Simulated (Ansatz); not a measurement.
The parent structure is Te (space group P3_121, No. 152; made of chains).

```
Te
1.0
    4.52111     0.00000     0.00000
   -2.26056     3.91540     0.00000
    0.00000     0.00000     5.95492
Te
3
Direct
  0.26812   0.00000   0.33333
  0.00000   0.26812   0.66667
  0.73188   0.73188   0.00000
```

Level of theory: PBE, PAW, 420 eV (Ansatz, a program for electronic structure; no SOC), earlier PAW set.

Base values:

```
Property                        Result
-----------------------------  -------
Band gap                       0.23 eV
Shortest interatomic distance  2.889 Å
```

It is then changed as follows: a negative pressure, −1 GPa.

Question: Predict the new band gap.

Answer: The band gap grows by 0.27 eV, from 0.23 eV to 0.50 eV.

Question: Estimate the effect on the shortest interatomic distance.

Answer: The shortest interatomic distance decreases by 0.039 Å to 2.850 Å.

Spin-orbit coupling, missing from the scalar runs, can matter with Te. Load acts through the strain it causes; cell and atoms are relaxed under it. Stability against distortions was not tested. No dispersion term is included, though the crystal is made of layers, chains or molecules, so its spacings can come out too wide. The zero or small gap of Te can change with the level of theory.
